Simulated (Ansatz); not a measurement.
**WS2, pressure series**

Start from WS2 in the 2H-MoS2 type structure (space group P6_3/mmc, No. 194; layered, stacked along the Cartesian z axis).

```yaml
crystal:
  lattice:
    - [3.11481, 0.00000, 0.00000]
    - [-1.55740, 2.69750, 0.00000]
    - [0.00000, 0.00000, 11.77307]
  atoms:
    - { symbol: W, position: [0.33333, 0.66667, 0.25000] }
    - { symbol: W, position: [0.66667, 0.33333, 0.75000] }
    - { symbol: S, position: [0.33333, 0.66667, 0.61646] }
    - { symbol: S, position: [0.66667, 0.33333, 0.11646] }
    - { symbol: S, position: [0.66667, 0.33333, 0.38354] }
    - { symbol: S, position: [0.33333, 0.66667, 0.88354] }
```

Cell and atoms are relaxed at each pressure.

Method: Ansatz (a program for electronic structure) PBEsol-D3(BJ), without spin-orbit coupling.

Computed cases, in order: pressure −2 GPa; pressure −1 GPa; 0 GPa (base); pressure 1.8 GPa; pressure 4.2 GPa; pressure 9 GPa; pressure 18 GPa; pressure 30 GPa; pressure 45 GPa; pressure 60 GPa.

Problem. Between which two neighbouring cases does the band gap open or close?

Solution. Between pressure 9 GPa (0.26 eV) and pressure 18 GPa (zero). The whole series: pressure −2 GPa: 0.81 eV; pressure −1 GPa: 0.72 eV; 0 GPa (base): 0.65 eV; pressure 1.8 GPa: 0.55 eV; pressure 4.2 GPa: 0.44 eV; pressure 9 GPa: 0.26 eV; pressure 18 GPa: zero; pressure 30 GPa: zero; pressure 45 GPa: zero; pressure 60 GPa: zero.

The mesh was chosen for an insulator and is coarse for the gapless case. Spin-orbit coupling, missing from the scalar runs, can matter with W. Load acts through the strain it causes; cell and atoms are relaxed under it. No phonon test of stability was made. Competing high-pressure phases were not computed. The final runs are not spin-polarised. A zero or small gap of WS2 under pressure 9 GPa, WS2 under pressure 18 GPa, WS2 under pressure 30 GPa and WS2 under pressure 45 GPa can be the functional's error rather than a property of the material.
